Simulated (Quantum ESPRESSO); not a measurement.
Quantum ESPRESSO is run on LaGaSi (I4_1md, 6 atoms in the cell), and the run fails. The aim is a self-consistent single point with DFT, PBEsol, plane waves, GBRV 1.5 ultrasoft (PBESOL) pseudopotentials.

Cell that was meant: a = 7.8061 Å, b = 7.8061 Å, c = 7.8061 Å, α = 46.15°, β = 32.18°, γ = 32.18°.

Part of the input:

```fortran
&control
 calculation = 'sfc'
 outdir = './work'
 pseudo_dir = './'
 tprnfor = .true.
```

Output, abridged:

```
     This program is part of the open-source Quantum ESPRESSO suite
     for quantum simulation of materials; please cite

 %%%%%%%%%%%%%%%%%%%%%%%%%%%%%%%%%%%%%%%%%%%%%%%%%%%%%%%%%%%%%%%%%%%%%%%%%%%%%%
     Error in routine  control_checkin (1):
      calculation "sfc" not allowed
 %%%%%%%%%%%%%%%%%%%%%%%%%%%%%%%%%%%%%%%%%%%%%%%%%%%%%%%%%%%%%%%%%%%%%%%%%%%%%%

     stopping ...
```

Q: From the messages shown, name the fault and mend the input.

A: The fault is a value that the program does not know. The key takes a closed list of words, and names differ between codes. To fix it, use one of the words that the key accepts. The program stopped before any SCF iteration.

An input that runs soundly differs in these lines (not the only fix; some lines may just follow from the change or write a value another way):
```diff
- calculation = 'sfc'
+ calculation = 'scf'
```

With that input, the run converged in 13 iterations: free energy E − TS -14337.9769 eV; Fermi level (on the code's own zero) 11.35 eV; pressure -2.65 GPa; largest force (vector length) 0.110 eV/Å (DFT, PBEsol, plane waves, GBRV 1.5 ultrasoft (PBESOL) pseudopotentials).

On the sound input: the starting cell comes from a database of computed structures (which also holds hypothetical and non-ambient phases and stackings), without a prior relaxation at this level.
